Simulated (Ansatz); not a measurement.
Consider Hf in the hcp (Mg type) structure (space group P6_3/mmc, No. 194; a = 3.2040 Å, c = 5.0726 Å; relaxed with 0.1 eV smearing). Axes: x lies along a and z along c of the hexagonal cell.

Computed with PBE (Ansatz, a quantum-chemistry and plane-wave program; PAW; 420 eV plane waves; no SOC).

Before the change:

Pressure: 0.0 GPa

Now apply this change: uniaxial strain ε_zz = −1.50 %, all other strain components held at zero, atoms relaxed at fixed cell.

Q: What does the calculation give for the pressure and energy relative to the base after the change?

A: The pressure (mean of the normal stresses, compression positive) goes from zero to 1.7 GPa; the energy goes up by 3.2 meV/atom.

Whether these cells are dynamically stable was not tested. The final runs are not spin-polarised.
